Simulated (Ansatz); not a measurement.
The reference is CdIn$_{2}$Te$_{4}$ (space group I-4, No. 82; a = 6.234 Å, c = 12.420 Å).

Level of theory: PBEsol (Ansatz, a program for electronic structure; PAW; 420 eV plane waves; scalar-relativistic without spin-orbit coupling).

Base values:

The band gap is 0.80 eV.

Perturbation: cell and atoms relaxed at a pressure of 4.5 GPa.

Task: What does the calculation give for the band gap after the change?

Result: The band gap shrinks by 0.16 eV to 0.64 eV.

Spin-orbit coupling, missing from the scalar runs, can matter with Te. Load acts through the strain it causes; cell and atoms are relaxed under it. Stability against distortions was not tested.
